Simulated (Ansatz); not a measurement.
## A computed series for hypothetical zinc blende TlBr: carrier doping

Start from TlBr in the zinc blende structure (space group F-43m, No. 216; a = 7.504 Å; a hypothetical phase, not in the database extracts checked).

Carriers are added at fixed cell with a uniform background; the Fermi–Dirac width is that of 300 K.

Levels (all Ansatz, an electronic-structure program, PAW, earlier PAW set): PBE (420 eV, no SOC); PBEsol (420 eV, no spin-orbit coupling).

The base cell above is that of PBE; each level relaxes its own structures.

Notes on the quantities. Fermi level from band edge: Fermi level relative to the doped band's edge (positive inside the band; to 0.05 eV).

```json
[
 {"case": "electrons 7.0×10^20 cm⁻³", "Fermi level from band edge, PBE": "+0.15 eV", "Fermi level from band edge, PBEsol": "+0.20 eV"},
 {"case": "electrons 1.5×10^21 cm⁻³", "Fermi level from band edge, PBE": "+0.30 eV", "Fermi level from band edge, PBEsol": "[?]"},
 {"case": "electrons 2.0×10^21 cm⁻³", "Fermi level from band edge, PBE": "+0.35 eV", "Fermi level from band edge, PBEsol": "+0.35 eV"},
 {"case": "electrons 3.0×10^21 cm⁻³", "Fermi level from band edge, PBE": "+0.45 eV", "Fermi level from band edge, PBEsol": "+0.50 eV"},
 {"case": "holes 7.0×10^20 cm⁻³", "Fermi level from band edge, PBE": "+0.05 eV", "Fermi level from band edge, PBEsol": "[?]"},
 {"case": "holes 1.5×10^21 cm⁻³", "Fermi level from band edge, PBE": "+0.05 eV", "Fermi level from band edge, PBEsol": "[?]"},
 {"case": "holes 2.0×10^21 cm⁻³", "Fermi level from band edge, PBE": "+0.10 eV", "Fermi level from band edge, PBEsol": "[?]"},
 {"case": "holes 3.0×10^21 cm⁻³", "Fermi level from band edge, PBE": "+0.10 eV", "Fermi level from band edge, PBEsol": "+0.10 eV"}
]
```

### Question
Complete the table.

### Answer

- electrons 1.5×10^21 cm⁻³, Fermi level from band edge, PBEsol: +0.30 eV
- holes 7.0×10^20 cm⁻³, Fermi level from band edge, PBEsol: +0.05 eV
- holes 1.5×10^21 cm⁻³, Fermi level from band edge, PBEsol: +0.05 eV
- holes 2.0×10^21 cm⁻³, Fermi level from band edge, PBEsol: +0.10 eV

The two levels differ by at most about 0.05 eV. They put the cases in the same order.

Charged cell with a jellium background: band edges are those of the host's band count, energies are not comparable with the neutral cell, and many-body gap narrowing is missing. Stability against distortions was not tested.
